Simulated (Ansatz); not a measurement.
Li$_{3}$Ge (Fm-3m), Ansatz (a first-principles code) with PBEsol, DFPT electron-phonon coupling, linearised Boltzmann equation: phonon-limited resistivity 13.9 μΩ·cm at 300 K, current-weighted mean free path 8.7 nm, Drude plasma energy 5.91 eV.

Q: What Drude relaxation time do resistivity and plasma energy imply?

A: ω_p = 8.98e15 s⁻¹, so τ = 1/(ε₀ ω_p² ρ) = 10.1 fs, a damping ħ/τ of 65.3 meV.

Q: Estimate the resistivity of a 20 nm square wire with diffuse walls from ρ ≈ ρ₀(1 + 3ℓ/4d).

A: 1 + 0.75 × 8.7/20 = 1.33, so ρ ≈ 18.4 μΩ·cm and a line 1 μm long has 461 Ω. The formula is the free-electron limit for d well above ℓ; grain boundaries add to it.

Q: What is the classical skin depth at 1 GHz (nonmagnetic, μ₀ = 1.257×10⁻⁶ H/m)?

A: δ = √(ρ/(π f μ₀)) = 5930 nm.

A metal at this level (no band gap). Only scattering by harmonic phonons is included (no impurities, grain boundaries, electron-electron scattering or thermal expansion). Spin-orbit coupling is left out. The run warned that the eigensolver left some states short of its tolerance. Halving the electron mesh (24x24x24) moves the resistivity by up to 5 % at 300 K, the mean free path by up to 2 %. Smearing 0.20 eV; phonons on a 4x4x4 q mesh, which this run doesn't test.

Computed structure with no diffraction record at hand here (it may be known, metastable or hypothetical): Li3Ge (Fm-3m).
